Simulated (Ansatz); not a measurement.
The reference is Mg2Ge in the anti-fluorite structure (space group Fm-3m, No. 225; a = 6.2865 Å). Axes: x, y, z lie along the cube axes.

All numbers come from Kohn–Sham DFT with the LDA functional, run in Ansatz (a program for electronic structure) with PAW and 420 eV plane waves, spin-orbit coupling left out.

Before the change:

| Item | Result |
|---|---|
| Valley order | X along ⟨100⟩ 0.10 eV; L along ⟨111⟩ 1.10 eV; Γ 1.16 eV |

Modification: uniaxial strain ε_zz = +2.00 %, all other strain components held at zero; the atoms relax in the strained cell.

How does this affect the energy relative to the base?

The energy rises by 3.0 meV/atom.

What does the calculation give for the valley order after the change?

The valley order (the lowest conduction-band minima on the path, energy above the VBM, named in the base's zone) becomes X along [100] 0.06 eV; X along [001] 0.15 eV; L along [1-11] 0.97 eV; Γ 1.01 eV (base: X along ⟨100⟩ 0.10 eV; L along ⟨111⟩ 1.10 eV; Γ 1.16 eV).

The levels and masses belong to the bands next to the band gap. Stability against distortions was not tested.
